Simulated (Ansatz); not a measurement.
## InSb under a change: Sb → Ru

The reference is InSb in the zinc blende structure (space group F-43m, No. 216; a = 6.5198 Å).

The change: Ru takes the place of Sb on all its sites; the structure is relaxed again.

Level of theory: DFT with PBEsol, PAW potentials and a 420 eV plane-wave cutoff in Ansatz (a quantum-chemistry and plane-wave program), spin-orbit coupling left out, earlier PAW set. Settings: 14×14×14 k-points, 0.05 eV Fermi–Dirac smearing, for the changed cell.

The volume per atom decreases by 8.837 Å³ to 25.81 Å³ and the density rises by 1.28 g/cm³ (5.67 g/cm³ → 6.95 g/cm³). The space group remains F-43m (No. 216) and the band gap remains zero.

Final structure:

```
CELL_PARAMETERS angstrom
      0.00000     2.95510     2.95510
      2.95510     0.00000     2.95510
      2.95510     2.95510     0.00000
ATOMIC_POSITIONS crystal
  Ru 0.25000 0.25000 0.25000
  In 0.00000 0.00000 0.00000
```

Spin-orbit coupling, missing from the scalar runs, can matter with Sb. Stability against distortions was not tested. As relaxed here, InRu is a hypothetical phase, not in the database extracts checked. All final runs are without spin polarisation. An odd electron count without spin: InRu. InRu has a high density of states at the Fermi level and may be magnetic at this level. The zero or small gap of InSb can change with the level of theory.
